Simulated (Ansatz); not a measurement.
**A computed series for GaAs: response to strain**

The parent structure is GaAs in the zinc blende structure (space group F-43m, No. 216).

```
GaAs
1.0
    0.00000     2.83278     2.83278
    2.83278     0.00000     2.83278
    2.83278     2.83278     0.00000
As Ga
1 1
Direct
  0.75000   0.75000   0.75000
  0.00000   0.00000   0.00000
```

Cartesian axes are those of the cell as printed.

Strains are applied to the cell and any free atomic positions relax; under biaxial strain the out-of-plane vector relaxes too.

The values are results of Kohn–Sham DFT with the r2SCAN functional, run in Ansatz (a program for electronic structure) with PAW and 500 eV plane waves, no spin-orbit coupling, earlier PAW set, not measurements.

Candidates:
(a) biaxial strain +0.99 %, plane normal [001], relaxed out of plane
(b) tensor shear ε_yz = −0.83 %
(c) biaxial strain +2.50 %, plane normal [001], relaxed out of plane

Base values:

```
Quantity    Value
--------  -------
Band gap  0.97 eV
```

Question: Order them by band gap, lowest first.

Answer: (c) biaxial strain +2.50 %, plane normal [001], relaxed out of plane (0.57 eV), (a) biaxial strain +0.99 %, plane normal [001], relaxed out of plane (0.81 eV), (b) tensor shear ε_yz = −0.83 % (0.90 eV)

Stability against distortions was not tested.
